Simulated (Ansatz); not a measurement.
Results of G0W0@PBEsol (hard PAW, contour deformation; Ansatz, an electronic-structure program) for KAsF₆ (R-3, No. 148, 8 atoms in the cell; start COD 2003120).

The cell has the measured lattice parameters. Conventional cell: a = 7.3480 Å, b = 7.3480 Å, c = 7.2740 Å, α = 90.00°, β = 90.00°, γ = 120.00°.

One run with a 4×4×4 mesh, response cutoff 100 eV and 473 empty bands, not extrapolated in mesh or basis; no spin–orbit coupling.

Highest filled and lowest empty level by k point (fractions of the reciprocal vectors of the cell (3.674 2.121 2.425) (-3.674 2.121 2.425) (0.000 -4.242 2.425) Å; eV from the valence maximum of each method):

```
k                PBEsol filled  PBEsol empty   QP filled    QP empty
---------------  -------------  ------------  ----------  ----------
0 0 0                     0.00          6.03        0.00       10.84
0 0 -0.5                 -0.16          7.01       -0.18       12.42
0 0.25 0.25              -0.13          6.85       -0.15       12.14
0 0.25 -0.25             -0.16          6.70       -0.19       11.88
0 -0.5 0.25              -0.23          7.08       -0.26       12.54
0.25 -0.5 -0.5           -0.26          7.19  (withheld)  (withheld)
0.25 -0.5 -0.25          -0.28          7.06  (withheld)  (withheld)
-0.5 -0.5 -0.5           -0.28          7.20       -0.31       12.74
```

### Question
Estimate the withheld levels to about 0.1 eV.

### Answer

- 0.25 -0.5 -0.5, QP filled: -0.28
- 0.25 -0.5 -0.5, QP empty: 12.72
- 0.25 -0.5 -0.25, QP filled: -0.31
- 0.25 -0.5 -0.25, QP empty: 12.52

Note: the file's cell can be that of a phase stable at another temperature; cell and atoms aren't relaxed at this level.
